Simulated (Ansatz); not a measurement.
BaZrO₃ (Pm-3m), PBE, rigid bands run with Ansatz (an electronic-structure program). Condition of this run: functional PBE, cell relaxed with it. Band gap 3.18 eV, N_c = 5.04e19 cm⁻³ and N_v = 4.53e20 cm⁻³ at 300 K, conductivity masses of 0.561 mₑ (electrons) and 2.07 mₑ (holes). Take k_BT = 0.02585 eV.

What thermal injection velocity √(2k_BT/πm) limits a ballistic channel?

7.18e6 cm/s for electrons and 3.74e6 cm/s for holes, a ratio of √(m_h/m_e) = 1.92, for dilute carriers.

A film of it is 2 nm thick. Estimate the confinement energies in an infinite well.

ħ²π²/(2m t²) = 0.376 eV·nm²/(m/mₑ × t²) gives 168 meV for electrons and 45.4 meV for holes, so the gap would widen to about 3.39 eV. Finite barriers and nonparabolic bands lower this, and with several valleys or bands the heaviest mass along the normal sets the lowest level, not this average.

Find the intrinsic carrier density and the intrinsic Fermi level.

n_i = √(N_c N_v) exp(−E_g/2k_BT) = 1.51e20 × exp(−61.50) = 2.9e-7 cm⁻³. The level lies (k_BT/2) ln(N_v/N_c) = 28 meV from mid-gap (positive towards the conduction band). Each 0.1 eV added to the gap lowers n_i by a factor of 6.9.

Rigid bands with the computed gap; masses take one relaxation time for all states. Spin-orbit coupling is left out; where it splits the top of the valence band, N_v and the p-type Seebeck coefficient come out somewhat high without it.
